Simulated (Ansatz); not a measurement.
For HfSi2 (model structure, from the fluorite type, Fm-3m, No. 225), PBE (Ansatz, an electronic-structure program, plane waves, PAW) gives:

- lattice parameter a = 6.263 Å
- enthalpy of formation = 0.247 eV/atom

What does PBE-D3(BJ) (plane waves, PAW; Ansatz) give for the same quantities?


- lattice constant a: 6.186 Å (decreases by 1.2 %)
- formation enthalpy: 0.235 eV/atom (drops by 0.012 eV/atom)

Changes are worked out from the printed values.

Unless a cell is named, each level is at its own relaxed cell (PBE 20.48, PBE-D3(BJ) 19.72 Å³/atom).

Levels without +SOC leave out spin–orbit coupling, which shifts energies and cells of such heavy elements.

Ansatz's density-functional and Hartree–Fock values are scalar-relativistic unless marked +SOC, with PAW data made under PBE.

A model structure was made by putting elements into a prototype or built by hand; it is no filed structure, need not be a known phase, and can be a saddle point held by its symmetry.
